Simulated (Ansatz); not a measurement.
A self-consistent single point of Li (P1, 3 atoms in the cell) with Ansatz (an electronic-structure program).

Method: LDA (PW92), PAW files made with PBE (plane waves; Ansatz).

The change in words: atoms moved at random. Reference geometry:
```
Li
1.0
    1.50901     0.87123     7.30958
   -1.50901     0.87123     7.30958
    0.00000    -1.74246     7.30958
Li
3
Direct
  0.77703   0.77703   0.77703
  0.22297   0.22297   0.22297
  0.00000   0.00000   0.00000
```

Reference input (self-consistent single point, DFT, LDA (PW92), plane waves, PAW files made with PBE): kpoints.mp_grid.grid = 10 10 10; hamiltonian.xc = lda; hamiltonian.pseudopotentials = {kind: paw} (the program's default PAW files); scf.occupations.method = gaussian; scf.occupations.width = 0.2 eV. This run's input differs from it in these lines:

Ansatz 0.2 input:
```diff
@@ -6,5 +6,5 @@
   atoms:
-    - { symbol: Li, position: [0.777030, 0.777030, 0.777030] }
-    - { symbol: Li, position: [0.222970, 0.222970, 0.222970] }
-    - { symbol: Li, position: [0.000000, 0.000000, 0.000000] }
+    - { symbol: Li, position: [0.759369, 0.776265, 0.794516] }
+    - { symbol: Li, position: [0.226845, 0.210783, 0.223635] }
+    - { symbol: Li, position: [0.013786, 0.012952, -0.018151] }
 kpoints:
```

Output, abridged:

```
SCF iter   1: F=—  HF=-604.956153 eV  |F-HF|=—  |Δ(HF+E_count)|=         —  Δρ=6.78e-3  dr2=8.37e-2  ethr=3.10e-3  ⟨swp⟩=3.9  Hψ=24840  notcnv=0
all-band conjugate gradients solve this SCF's bands
preconditioner: auto → none
SCF iter   2: F=—  HF=-604.938785 eV  |F-HF|=—  |Δ(HF+E_count)|=   1.74e-2  Δρ=3.67e-3  dr2=2.65e-2  ethr=9.30e-4  ⟨swp⟩=1.0  Hψ=8568  notcnv=0
   [... lines left out ...]
SCF iter   5: F=—  HF=-604.933771 eV  |F-HF|=—  |Δ(HF+E_count)|=   5.14e-5  Δρ=1.62e-4  dr2=1.04e-4  ethr=6.91e-6  ⟨swp⟩=1.0  Hψ=5152  notcnv=0  defer=12
SCF iter   6: F=—  HF=-604.933760 eV  |F-HF|=—  |Δ(HF+E_count)|=   1.05e-5  Δρ=4.56e-5  dr2=6.67e-6  ethr=1.16e-6  ⟨swp⟩=1.0  Hψ=4454  notcnv=0  defer=12
SCF iter   7: F=—  HF=-604.933760 eV  |F-HF|=—  |Δ(HF+E_count)|=   3.30e-7  Δρ=1.12e-5  dr2=1.30e-7  ethr=7.41e-8  ⟨swp⟩=1.0  Hψ=4478  notcnv=0  defer=16
SCF iter   8: F=-604.933760 eV  HF=-604.933760 eV  |F-HF|=5.74e-11  |Δ(HF+E_count)|=   2.20e-8  Δρ=2.01e-6  dr2=1.26e-9  ethr=1.11e-9  ⟨swp⟩=3.7  Hψ=12906  notcnv=0
SCF 1 converged in 8 iterations: F = -604.933760 eV  dr2 = 1.26e-9
Free energy (F): -604.933760 eV
Internal energy: -604.905332 eV  (E = F + TS)
E sigma→0 (E₀):  -604.919546 eV
Entropy (-TS):   -0.028428 eV (-9.476 meV/atom)
Fermi energy:    1.018525 eV
--- Forces (eV/Å), atoms counted from 1 ---
  atom   1  Li     0.00972122     0.01541118     0.05375303
  atom   2  Li    -0.00733465     0.00125153     0.07159587
  atom   3  Li    -0.00238657    -0.01666272    -0.12534816
--- Stress (GPa, compression-positive) ---
       -0.060661       0.062001       0.000125
        0.062001      -0.193154       0.009447
        0.000125       0.009447      -0.225121
  P = ⅓ Tr σ = -0.1596 GPa (-1.596 kbar)
  The stress holds the Pulay correction. Without it, at fixed plane waves, as pw.x and ABINIT print it: P = -0.1637 GPa
```

The run converged in 8 iterations. Against the reference run the free energy rises by 2.2 meV/atom, the pressure hardly changes (-0.19 to -0.16 GPa) and the largest force goes from 0.032 to 0.126 eV/Å.

The starting cell comes from a database of computed structures (which also holds hypothetical and non-ambient phases and stackings), without a prior relaxation at this level. Its lattice was rescaled by a random factor within 2.5 % of one. For this run, on top of that: atoms moved at random. Ansatz's pressure includes its estimate of the finite-basis (Pulay) stress.
